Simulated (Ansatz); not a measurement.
Structures of equal composition on the (100) surface of fcc Cu: a layer of Re in place of the second plane; a layer of Re in place of the third plane. The slabs share one bottom face, and each structure is named by its start. These are constructed structures in small cells; real faces may alloy, dewet or reconstruct in larger ones, and not all known structures of the face are among them. Slabs of about 9 Å with all that they carry, Fermi-Dirac smearing of 0.1 eV. Bottom of the slabs: a bare face, its two planes held. Relaxed from the named starts with such symmetry as they have, on meshes of like density; energies extrapolated to zero smearing; no spin-orbit coupling, no U. Spin-polarised runs, if any, are marked in brackets, and their order is one that fits the cell; the others ran without spin.

These are PBE (plane waves to 420 eV, PAW; Ansatz, a program for electronic structure) values and carry that method's errors.

Task: Order them by energy per 1x1 cell (lowest first) at the level PBE.

Result: a layer of Re in place of the third plane (0.000 eV), a layer of Re in place of the second plane (0.130 eV)
